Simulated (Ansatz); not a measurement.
## ZrB2: isotropic strain −5.82 %

Consider ZrB2 (space group P6/mmm, No. 191; a = 3.171 Å, c = 3.542 Å; relaxed with 0.1 eV smearing).

Modification: an isotropic linear strain of −5.82 %; the atoms relax in the strained cell.

The values are results of PBE (Ansatz, a quantum-chemistry and plane-wave program, PAW, no spin-orbit coupling), not measurements. Settings: 21×21×16 k-points, 0.1 eV Fermi–Dirac smearing.

Space group: P6/mmm (No. 191) (base P6/mmm (No. 191))
Shortest interatomic distance: 1.724 Å (base 1.831 Å)
Energy relative to the base (free energy F): +0.278 eV/atom
Band gap: zero (base zero)

Stability against distortions was not tested. The final runs are not spin-polarised.
